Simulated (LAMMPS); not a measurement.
LAMMPS 22 Jul 2025, classical MD, Stillinger-Weber (CdTe.sw): CdTe, 31075 atoms.

```json
{
 "task": "MD, nve",
 "potential": "Stillinger-Weber, CdTe.sw",
 "copies_of_the_repeat_unit": "20×20×20",
 "shape (slab and sphere leave vacuum in the box)": "sphere",
 "temperature": "800 K",
 "steps": "800",
 "timestep": "1 fs",
 "neighbor_skin": "2 Å",
 "neigh_modify": "every 1 delay 0 check yes",
 "thermo": "100",
 "newton": "on (default)",
 "atom_modify sort (bins of 2 Å where set)": "1000 (default)",
 "box": "259.2 × 259.2 × 259.2 Å, the particle off centre in vacuum",
 "start": "generated zinc blende lattice, warmed in an untimed run",
 "compared_values": "energy and forces of the first step, drift over the run"
}
```

Hardware: Arm Neoverse V2, 96 cores on 1 socket, no SMT, 1 L3 cache group.

Wall times, medians of two to five repeats, each run alone on the node (launch to exit). Unless noted, each process is bound to its own block of adjacent cores. The build: PyPI wheel: MPICH, OPENMP and OPT packages; another build can shift the numbers. Scratch files lie in a memory file system. A preparatory run goes ahead and isn't timed.

First run (64 ranks, processors = * * * (default), suffix = none (plain styles) (default), comm = brick (default), balance = none (default)):

```
Loop time of 4.32271 on 64 procs for 800 steps with 31075 atoms

Performance: 15.990 ns/day, 1.501 hours/ns, 185.069 timesteps/s, 5.751 Matom-step/s
99.7% CPU use with 64 MPI tasks x 1 OpenMP threads

MPI task timing breakdown:
Section |  min time  |  avg time  |  max time  |%varavg| %total
---------------------------------------------------------------
Pair    | 8.0339e-05 | 0.51862    | 4.1763     | 190.5 | 12.00
Neigh   | 6.2508e-05 | 0.0026522  | 0.021822   |  13.2 |  0.06
Comm    | 0.00089939 | 0.022342   | 0.19598    |  27.2 |  0.52
Output  | 0.00025714 | 0.038735   | 0.044293   |   7.4 |  0.90
Modify  | 0.00012587 | 0.0024321  | 0.018563   |  12.2 |  0.06
Other   |            | 3.738      |            |       | 86.47

Nlocal:        485.547 ave        3920 max           0 min
Histogram: 56 0 0 0 0 0 0 0 0 8
Nghost:        289.047 ave        2066 max           0 min
Histogram: 56 0 0 0 0 0 0 0 0 8
Neighs:              0 ave           0 max           0 min
Histogram: 64 0 0 0 0 0 0 0 0 0
FullNghs:      14177.4 ave      114638 max           0 min
Histogram: 56 0 0 0 0 0 0 0 0 8

Total # of neighbors = 907352
Ave neighs/atom = 29.198777
Neighbor list builds = 8
Dangerous builds = 0
```

Second run:

```
Loop time of 1.75788 on 64 procs for 800 steps with 31075 atoms

Performance: 39.320 ns/day, 0.610 hours/ns, 455.094 timesteps/s, 14.142 Matom-step/s
92.8% CPU use with 64 MPI tasks x 1 OpenMP threads

MPI task timing breakdown:
Section |  min time  |  avg time  |  max time  |%varavg| %total
---------------------------------------------------------------
Pair    | 7.2265e-05 | 0.51215    | 1.6583     |  88.7 | 29.13
Neigh   | 0.0001711  | 0.0030611  | 0.008812   |   6.2 |  0.17
Comm    | 0.00035041 | 0.19784    | 0.72556    |  54.4 | 11.25
Output  | 0.00020701 | 0.010902   | 0.018315   |   7.5 |  0.62
Modify  | 9.5989e-05 | 0.0024588  | 0.007263   |   5.6 |  0.14
Other   |            | 1.031      |            |       | 58.68

Nlocal:        485.547 ave        1496 max           0 min
Histogram: 34 2 2 2 2 2 2 4 4 10
Nghost:         1591.2 ave        4966 max           0 min
Histogram: 34 2 2 2 2 4 2 4 3 9
Neighs:              0 ave           0 max           0 min
Histogram: 64 0 0 0 0 0 0 0 0 0
FullNghs:      14177.4 ave       44567 max           0 min
Histogram: 34 4 0 4 0 4 0 4 4 10

Total # of neighbors = 907352
Ave neighs/atom = 29.198777
Neighbor list builds = 8
Dangerous builds = 0
```

Q: Which of these changes turns the first timing block into the second?
(A) comm = tiled, balance = balance 1.05 rcb
(B) 8 ranks × 8 threads, suffix = omp
(C) processors = 64 1 1
(D) processors = 4 4 4

A: C, processors = 64 1 1. The largest move is in other (Other): 3.7 s to 1.0 s. The slowest rank's pair time is 8.05 times the mean in the first run and 3.24 times in the second; the others wait. What the program resolved moves too: grid of ranks from 4 by 4 by 4 to 64 by 1 by 1. The other changes gave 4.6 s (processors = 4 4 4), 4.3 s (8 ranks × 8 threads, suffix = omp), 0.89 s (comm = tiled, balance = balance 1.05 rcb), against 2.0 s here and 4.6 s at first.
